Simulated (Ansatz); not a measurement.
Consider this model of amorphous In$_{12}$Sn$_{4}$Zn$_{10}$O$_{36}$.

```yaml
crystal:
  lattice:
    - [9.42732, 0.28738, 0.05497]
    - [0.28738, 9.20508, 0.20801]
    - [0.05497, 0.20801, 9.17391]
  atoms:
    - { symbol: In, position: [0.26003, 0.39723, 0.56627] }
    - { symbol: In, position: [0.08063, 0.47467, 0.26961] }
    - { symbol: In, position: [0.91407, 0.33251, 0.67265] }
    - { symbol: In, position: [0.81421, 0.00464, 0.80961] }
    - { symbol: In, position: [0.47588, 0.13563, 0.51895] }
    - { symbol: In, position: [0.78643, 0.40821, 0.03389] }
    - { symbol: In, position: [0.44086, 0.09478, 0.91122] }
    - { symbol: In, position: [0.67791, 0.04375, 0.17560] }
    - { symbol: In, position: [0.49174, 0.40615, 0.20630] }
    - { symbol: In, position: [0.20107, 0.42149, 0.92535] }
    - { symbol: In, position: [0.79349, 0.92934, 0.47979] }
    - { symbol: In, position: [0.09315, 0.09703, 0.47797] }
    - { symbol: Sn, position: [0.02839, 0.15924, 0.05410] }
    - { symbol: Sn, position: [0.31865, 0.98826, 0.20776] }
    - { symbol: Sn, position: [0.68470, 0.65441, 0.66839] }
    - { symbol: Sn, position: [0.05423, 0.70153, 0.60040] }
    - { symbol: Zn, position: [0.31586, 0.67480, 0.10578] }
    - { symbol: Zn, position: [0.36544, 0.75691, 0.45422] }
    - { symbol: Zn, position: [0.55789, 0.37144, 0.78743] }
    - { symbol: Zn, position: [0.96983, 0.68480, 0.96171] }
    - { symbol: Zn, position: [0.62407, 0.73874, 0.99145] }
    - { symbol: Zn, position: [0.01232, 0.83109, 0.23724] }
    - { symbol: Zn, position: [0.80023, 0.28454, 0.36685] }
    - { symbol: Zn, position: [0.15846, 0.88308, 0.88446] }
    - { symbol: Zn, position: [0.67047, 0.65831, 0.31083] }
    - { symbol: Zn, position: [0.34727, 0.66476, 0.77096] }
    - { symbol: O, position: [0.00966, 0.94454, 0.03945] }
    - { symbol: O, position: [0.06949, 0.48067, 0.71899] }
    - { symbol: O, position: [0.75847, 0.84793, 0.27432] }
    - { symbol: O, position: [0.54918, 0.16173, 0.73122] }
    - { symbol: O, position: [0.53407, 0.66750, 0.82197] }
    - { symbol: O, position: [0.40884, 0.96360, 0.40522] }
    - { symbol: O, position: [0.71308, 0.45138, 0.25714] }
    - { symbol: O, position: [0.65639, 0.95318, 0.96956] }
    - { symbol: O, position: [0.01441, 0.38388, 0.06427] }
    - { symbol: O, position: [0.24105, 0.79532, 0.26200] }
    - { symbol: O, position: [0.88339, 0.21354, 0.88009] }
    - { symbol: O, position: [0.19445, 0.65898, 0.93226] }
    - { symbol: O, position: [0.21483, 0.19055, 0.93415] }
    - { symbol: O, position: [0.99309, 0.32634, 0.43505] }
    - { symbol: O, position: [0.33420, 0.91290, 0.99025] }
    - { symbol: O, position: [0.98583, 0.82761, 0.77965] }
    - { symbol: O, position: [0.17247, 0.57872, 0.44798] }
    - { symbol: O, position: [0.36052, 0.44444, 0.75846] }
    - { symbol: O, position: [0.84214, 0.18585, 0.17212] }
    - { symbol: O, position: [0.14739, 0.12235, 0.24779] }
    - { symbol: O, position: [0.55360, 0.66619, 0.49111] }
    - { symbol: O, position: [0.27824, 0.45686, 0.14648] }
    - { symbol: O, position: [0.85883, 0.66545, 0.53351] }
    - { symbol: O, position: [0.71152, 0.43130, 0.66236] }
    - { symbol: O, position: [0.01851, 0.88930, 0.44344] }
    - { symbol: O, position: [0.25127, 0.17079, 0.59996] }
    - { symbol: O, position: [0.46398, 0.12972, 0.14165] }
    - { symbol: O, position: [0.67420, 0.12387, 0.40209] }
    - { symbol: O, position: [0.24339, 0.78996, 0.63471] }
    - { symbol: O, position: [0.96550, 0.64806, 0.17183] }
    - { symbol: O, position: [0.42918, 0.34391, 0.41955] }
    - { symbol: O, position: [0.79258, 0.60944, 0.90544] }
    - { symbol: O, position: [0.58244, 0.34193, 0.99915] }
    - { symbol: O, position: [0.51733, 0.65190, 0.15324] }
    - { symbol: O, position: [0.90043, 0.10832, 0.60947] }
    - { symbol: O, position: [0.68944, 0.88128, 0.67171] }
```

Methods: PBE, scalar-relativistic without spin-orbit coupling (Ansatz, an electronic-structure program); r2SCAN, scalar-relativistic without spin-orbit coupling (Ansatz). Neutral PBE cell, which sets geometry, pressure and energy: sampling: a 2×2×2 Γ-centred mesh; Fermi-Dirac width 0.02 eV; no spin polarisation.

A CHGNet melt-quench gave the starting glass, which DFT then relaxed. O atoms were pushed apart under 1.9 Å during the dynamics, to hinder bonds among them. The hot cell started wider than the set density and was brought back towards it in steps. It is the lowest in DFT energy of 2 quenches. It is a model cell: composition and starting density were chosen by hand, and all elements were melted together. No dispersion term was used. Its density started from a set value of 6.44 and ended at 6.44 g/cm³. Cooling (nominally 880 K/ps over its main leg) ran many orders faster than in experiment, which tends to leave more defects and strain. A cell of this size samples the disorder only roughly. The volume was held where the preparation left it and the shape relaxed.

Give the pressure and the spacing of the highest filled and lowest empty levels.


- Pressure on a 2×2×2 Γ-centred mesh = 5.11 GPa
- Largest force and stress component on that mesh (the relaxation ran on the zone centre alone) = 0.11 eV/Å and 5.2 GPa
- Gap on a 2×2×2 Γ-centred mesh (PBE) = 0.61 eV
- Gap at the zone centre (PBE) = 0.59 eV
- Gap at the zone centre (r2SCAN) = 1.02 eV
- Distance between the nearest levels spread over more than a fifth of the atoms or a third of the atoms of their main element (six at least) (PBE, zone centre) = 0.59 eV

At PBE and the zone centre, how localised are the states just below and above the Fermi level (participation number: the atoms over which a state spreads)?

The highest filled state is spread over 14.9 atoms' worth, largest on O60, with weights by element (charge in smoothed Voronoi cells) O 0.77, Zn 0.22, In 0.01. The lowest empty state is spread over 58.0 atoms' worth, largest on In7, with weights by element (charge in smoothed Voronoi cells) O 0.54, In 0.25, Zn 0.14.

Bonds are counted up to In-In 3.12 Å, In-Sn 3.09 Å, In-Zn 2.90 Å, In-O 2.58 Å, Sn-Sn 3.06 Å, Sn-Zn 2.87 Å, Sn-O 2.46 Å, Zn-Zn 2.68 Å, Zn-O 2.28 Å, O-O 1.58 Å. Two cations that share two anions don't count as bonded, nor two that share one unless they lie closer than In-In 3.04 Å, In-Sn 3.01 Å, In-Zn 2.82 Å, Sn-Sn 2.97 Å, Sn-Zn 2.79 Å, Zn-Zn 2.61 Å.

Added carriers, by PBE, scalar-relativistic without spin-orbit coupling in Ansatz on the zone centre alone. Charged cells keep the cell fixed and stand in a uniform background, with no image correction, at a width of 0.01 eV; where the count is odd the moment is locked at 1 μB, unless the neutral cell bore moments. Each starts from the undistorted neutral geometry alone. PBE's self-interaction favours spread-out carriers, so it can miss traps that a hybrid finds.

What happens at PBE when the cell takes an extra electron and the atoms relax?

Relaxation lowers the charged cell by 0.01 eV. The largest moves are O30 0.03 Å, O52 0.02 Å, O62 0.02 Å, In5 0.02 Å. The level that holds the added charge spreads over 58.0 atoms' worth, most on In7 (weight 0.03): a carrier spread over the cell. No bond crosses its cut-off with a change of over 0.15 Å (metal-metal contacts aside). Made neutral again at that geometry, the cell lies +0.01 eV from the neutral start (a closed shell was imposed there, with levels 0.55 eV apart, so this is an upper bound).

What happens at PBE when the cell takes a hole and the atoms relax?

Relaxation lowers the charged cell by 0.08 eV. The largest moves are O31 0.14 Å, Zn26 0.09 Å, In9 0.07 Å, O55 0.06 Å. The level that was emptied spreads over 16.0 atoms' worth, most on O31 (weight 0.14): a carrier spread over the cell. No bond crosses its cut-off with a change of over 0.15 Å (metal-metal contacts aside). Made neutral again at that geometry, the cell lies +0.10 eV from the neutral start (a closed shell was imposed there, with levels 0.33 eV apart, so this is an upper bound).
